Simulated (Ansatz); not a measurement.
Start from ZnSe in the zinc blende structure (space group F-43m, No. 216; a = 5.666 Å).

Computed with Ansatz (a program for electronic structure) r2SCAN, no spin-orbit coupling.

Base values:

The pressure comes out as -0.01 GPa and the electron mass comes out as 0.12 mₑ (at Γ).

One thing is altered: every lattice vector is shortened by 2.50 %, atoms relaxed at fixed cell.

Task: What does the calculation give for the mean gap deformation potential ΔEg/Δln V after the change?

Result: The mean gap deformation potential ΔEg/Δln V comes out as -4.4 eV.

Task: Estimate the effect on the pressure.

Result: The pressure increases by 5.87 GPa to 5.86 GPa.

Task: What does the calculation give for the energy relative to the base after the change?

Result: The energy goes up by 28 meV/atom.

Task: What happens to the electron mass?

Result: The electron mass goes from 0.12 mₑ (at Γ) to 0.14 mₑ (at Γ).

The cells carry an imposed strain or load. Masses are band curvatures over ±0.01 Å⁻¹ around the edge. Stability against distortions was not tested.
